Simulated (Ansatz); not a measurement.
Crystal: HfO₂ (Fm-3m, fluorite, 3 atoms a cell, 10.6 Å³ an atom, 4 GPa at this level); planes in its conventional cell.

Method: r2SCAN (plane waves, PAW; Ansatz, an electronic-structure program).

The gap is the functional's own, uncorrected, and κ follows it; spin-orbit coupling is left out. Mid-gap values are interpolated between the computed energies.

```
plane  area of the cell (Å²)  mid-gap κ (1/Å)  largest κ in the gap (1/Å)
-----  ---------------------  ---------------  --------------------------
(111)                   11.0             0.44                        0.44
(001)                   12.7                ?                           ?
```

Question: The slowest decay depends on the direction. Supply the withheld values.

Answer: 
- (001), mid-gap κ (1/Å): 0.30
- (001), largest κ in the gap (1/Å): 0.30
